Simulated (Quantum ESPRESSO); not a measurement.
Worked example: self-consistent single point of Nb (Im-3m, 1 atom in the cell) in Quantum ESPRESSO.

Method of the run: PBE, spin-orbit coupling, PseudoDojo fully relativistic norm-conserving (PBE) pseudopotentials (plane waves; Quantum ESPRESSO).

```
Nb
1.0
    1.65881     1.65881     1.65881
   -1.65881     1.65881     1.65881
   -1.65881    -1.65881     1.65881
Nb
1
Direct
  0.00000   0.00000   0.00000
```

Reference input (self-consistent single point, DFT, PBE, plane waves, SSSP 1.1.2 efficiency (PBE) pseudopotentials): ecutwfc = 50 Ry; ecutrho = 400 Ry; occupations = smearing; smearing = gauss; degauss = 0.0073499 Ry; potentials = {Nb: Nb.pbe-spn-kjpaw_psl.0.3.0.UPF}; K_POINTS = automatic 9 9 9 0 0 0; conv_thr = 1e-10 Ry; mixing_beta = 0.7. This run's input differs from it in these lines:

```diff
@@ -13,4 +13,3 @@
   ntyp = 1
-  ecutwfc = 50
-  ecutrho = 400
+  ecutwfc = 85
   occupations = 'smearing'
@@ -18,2 +17,4 @@
   degauss = 0.0073499
+  noncolin = .true.
+  lspinorb = .true.
 /
@@ -24,3 +25,3 @@
 ATOMIC_SPECIES
-Nb    92.9064  Nb.pbe-spn-kjpaw_psl.0.3.0.UPF
+Nb    92.9064  Nb.upf
 ATOMIC_POSITIONS {angstrom}
```

Output (repeated stretches shortened):

```
     Self-consistent Calculation

     iteration #  1     ecut=    85.00 Ry     beta= 0.70

     Threshold (ethr) on eigenvalues was too large:
     Diagonalizing with lowered threshold

     total energy              =    -124.55464737 Ry
     estimated scf accuracy    <       0.08661912 Ry

     iteration #  2     ecut=    85.00 Ry     beta= 0.70

     total energy              =    -124.57313119 Ry
     estimated scf accuracy    <       0.00481717 Ry

     iteration #  3     ecut=    85.00 Ry     beta= 0.70

     total energy              =    -124.57401290 Ry
     estimated scf accuracy    <       0.00015209 Ry

   [... 3 blocks of this kind left out ...]

     iteration #  7     ecut=    85.00 Ry     beta= 0.70

     total energy              =    -124.57402036 Ry
     estimated scf accuracy    <          3.4E-10 Ry

     iteration #  8     ecut=    85.00 Ry     beta= 0.70
     End of self-consistent calculation

     the Fermi energy is    17.7085 ev

!    total energy              =    -124.57402036 Ry
     estimated scf accuracy    <          2.7E-11 Ry
     smearing contrib. (-TS)   =      -0.00061443 Ry
     internal energy E=F+TS    =    -124.57340592 Ry

     convergence has been achieved in   8 iterations

     Forces acting on atoms (cartesian axes, Ry/au):

     atom    1 type  1   force =     0.00000000    0.00000000    0.00000000

     Total force =     0.000000     Total SCF correction =     0.000000

          total   stress  (Ry/bohr**3)                   (kbar)     P=      -11.38
  -0.00007735  -0.00000000   0.00000000          -11.38       -0.00        0.00
  -0.00000000  -0.00007735  -0.00000000           -0.00      -11.38       -0.00
   0.00000000  -0.00000000  -0.00007735            0.00       -0.00      -11.38

   JOB DONE.
```

The run converged in 8 iterations. Against the reference run the pressure goes from -1.68 to -1.14 GPa.

The starting cell comes from a database of computed structures (which also holds hypothetical and non-ambient phases and stackings), without a prior relaxation at this level.
